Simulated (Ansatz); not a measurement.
TaN (model structure, started from the rocksalt type, Fm-3m, No. 225, 2 atoms in the cell) was calculated with PBEsol (Ansatz, a quantum-chemistry and plane-wave program, plane waves, PAW).

Run with plane-wave cutoff 520 eV, 22×22×22 k mesh, Fermi–Dirac smearing 0.05 eV, scalar-relativistic PAW data made under PBE.

Cell (relaxed at this level):

```
CELL_PARAMETERS angstrom
      0.00000     2.18731     2.18731
      2.18731     0.00000     2.18731
      2.18731     2.18731     0.00000
ATOMIC_POSITIONS crystal
  N  0.00000 0.00000 0.00000
  Ta 0.50000 0.50000 0.50000
```

Problem. What does this level give for the bulk modulus B0?

Solution. 
- bulk modulus B0 = 358 GPa

The run finds no gap.

Note: the bulk modulus is −V dP/dV from two relaxed cells at ±2 % in volume; the relaxation could raise the start's symmetry but not lower it, so the cell can be a saddle point.

Spin–orbit coupling is not included; it can open a gap where bands touch, and shift volumes and moduli.

Computed values are for the static lattice.

Cost on a shared machine: around 30 core-seconds (rough).

A model structure was made by putting elements into a prototype or built by hand; it is no filed structure, need not be a known phase, and can be a saddle point held by its symmetry.
